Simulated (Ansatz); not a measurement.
## Several settings converged on LuAu4 (I4, 5 atoms in the cell)

```
CELL_PARAMETERS angstrom
     -3.33299     3.33299     2.06013
      3.33299    -3.33299     2.06013
      3.33299     3.33299    -2.06013
ATOMIC_POSITIONS crystal
  Lu 0.01213 0.01213 0.00000
  Au 0.20015 0.39883 0.59898
  Au 0.79985 0.60117 0.40102
  Au 0.39883 0.79985 0.19868
  Au 0.60117 0.20015 0.80132
```

Base method: LDA (PW92), default PAW files made with PBE (plane waves; Ansatz, a first-principles code).

Base settings: basis.ecutwfc = 30.9 Ry; kpoints.mp_grid.grid = 7 7 7; hamiltonian.xc = lda; hamiltonian.pseudopotentials = {kind: paw} (the program's default PAW files); scf.occupations.method = fermi_dirac; scf.occupations.width = 0.0073 Ry.

The count of work is k-points × plane waves × bands × iterations; it is no time. 

**The k-point mesh**

Only quantities that move along the ladder and can be compared are tabulated.

| kpoints.mp_grid.grid | free energy less the last step's (meV/atom) | pressure (GPa) | largest difference of a force vector from the last step's (eV/Å) | count of work / last |
|---|---|---|---|---|
| 2 2 2 | 83.05 | -7.42 | 0.205 | 0.022 |
| 3 3 3 | 48.10 | -5.93 | 0.112 | 0.032 |
| 4 4 4 | -1.36 | -6.60 | 0.041 | 0.066 |
| 6 6 6 | 6.82 | -6.41 | 0.014 | 0.19 |
| 7 7 7 | 1.45 | -6.42 | 0.011 | 0.28 |
| 9 9 9 | 0.52 | -6.43 | 0.001 | 0.56 |
| 11 11 11 | 0.00 | -6.45 | 0.000 | 1.0 |

Coarsest kpoints.mp_grid.grid that holds the free energy within 5 meV/atom of the last step, with all finer ones: 7 7 7, at 0.28 of the last step's count of work; the step before is off by 6.8 meV/atom.

Coarsest kpoints.mp_grid.grid that holds the forces within 0.005 eV/Å of the last step, with all finer ones: 9 9 9; the step before is off by 0.011 eV/Å.

Coarsest kpoints.mp_grid.grid that holds the pressure within 0.2 GPa of the last step, with all finer ones: 4 4 4, at 0.066 of the last step's count of work; the step before is off by 0.51 GPa.

**The k-point mesh at a smearing width of 0.02 eV**

In this ladder: scf.occupations.width = 0.0015 Ry.

Only quantities that move along the ladder and can be compared are tabulated.

| kpoints.mp_grid.grid | free energy less the last step's (meV/atom) | pressure (GPa) | largest difference of a force vector from the last step's (eV/Å) | count of work / last |
|---|---|---|---|---|
| 3 3 3 | 58.17 | -5.69 | 0.134 | 0.022 |
| 5 5 5 | -1.19 | -6.75 | 0.028 | 0.087 |
| 7 7 7 | 0.39 | -6.45 | 0.015 | 0.21 |
| 10 10 10 | -1.72 | -6.46 | 0.002 | 0.52 |
| 12 12 12 | 0.00 | -6.50 | 0.000 | 1.0 |

Coarsest kpoints.mp_grid.grid that holds the pressure within 0.1 GPa of the last step, with all finer ones: 7 7 7, at 0.21 of the last step's count of work; the step before is off by 0.26 GPa.

Coarsest kpoints.mp_grid.grid that holds the free energy within 5 meV/atom of the last step, with all finer ones: 5 5 5, at 0.087 of the last step's count of work; the step before is off by 58 meV/atom.

Coarsest kpoints.mp_grid.grid that holds the forces within 0.01 eV/Å of the last step, with all finer ones: 10 10 10; the step before is off by 0.015 eV/Å.

**The k-point mesh at a smearing width of 0.3 eV**

In this ladder: scf.occupations.width = 0.022 Ry.

Only quantities that move along the ladder and can be compared are tabulated.

```csv
kpoints.mp_grid.grid,free energy less the last step's (meV/atom),pressure (GPa),largest difference of a force vector from the last step's (eV/Å),count of work / last
3 3 3,28.06,-5.84,0.086,0.025
5 5 5,0.81,-6.15,0.012,0.087
7 7 7,0.53,-6.04,0.003,0.21
10 10 10,-0.05,-6.04,0.000,0.60
12 12 12,0.00,-6.04,0.000,1.0
```

Coarsest kpoints.mp_grid.grid that holds the free energy within 2 meV/atom of the last step, with all finer ones: 5 5 5, at 0.087 of the last step's count of work; the step before is off by 28 meV/atom.

Coarsest kpoints.mp_grid.grid that holds the forces within 0.005 eV/Å of the last step, with all finer ones: 7 7 7, at 0.21 of the last step's count of work; the step before is off by 0.012 eV/Å.

Coarsest kpoints.mp_grid.grid that holds the pressure within 0.05 GPa of the last step, with all finer ones: 7 7 7, at 0.21 of the last step's count of work; the step before is off by 0.11 GPa.

On the base run: the starting cell comes from a database of computed structures (which also holds hypothetical and non-ambient phases and stackings), without a prior relaxation at this level. Its lattice was rescaled by up to half a per cent. One atom was moved a little off its site on purpose. In the base run, with a pressure of about -6 GPa the cell is away from its equilibrium volume at this level. Ansatz's pressure includes its estimate of the finite-basis (Pulay) stress.

Keys are those of Ansatz 0.2.
